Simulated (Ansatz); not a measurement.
Consider La2O3 (space group P-3m1, No. 164).

```xyz
5
Lattice="3.9061 0.0000 0.0000 -1.9531 3.3828 0.0000 0.0000 0.0000 6.0400" Properties=species:S:1:pos:R:3 pbc="T T T"
La     0.0000     2.2552     1.4820
La     1.9531     1.1276     4.5580
O      0.0000     0.0000     0.0000
O      0.0000     2.2552     3.9019
O      1.9531     1.1276     2.1381
```

Levels (all Ansatz, a quantum-chemistry and plane-wave program, PAW): PBEsol (420 eV, no spin-orbit coupling); r2SCAN (500 eV, scalar-relativistic without spin-orbit coupling); HSE06 (420 eV, scalar-relativistic without spin-orbit coupling).

One geometry, relaxed with PBEsol, under each level:

| level | band gap | lowest conduction level above the VBM at special points | pressure |
|---|---|---|---|
| PBEsol | 3.77 eV | K 3.77 eV; M 3.79 eV; H 4.20 eV; Γ 4.25 eV | 0.00 GPa |
| r2SCAN | 4.23 eV | K 4.23 eV; M 4.31 eV; H 4.69 eV; Γ 4.83 eV | 3.97 GPa |
| HSE06 | [?] | [?] | – |

Q: Give the withheld HSE06 results.

A: 
- HSE06, band gap: 5.30 eV
- HSE06, lowest conduction level above the VBM at special points: K 5.30 eV; M 5.40 eV; H 5.92 eV; Γ 6.16 eV

Single points use the geometry relaxed with PBEsol. Their cutoffs differ, which shifts pressures a little. HSE06 was sampled on its mesh, a few special points and the semilocal edge points, so its gap is an upper bound. Stability against distortions was not tested.
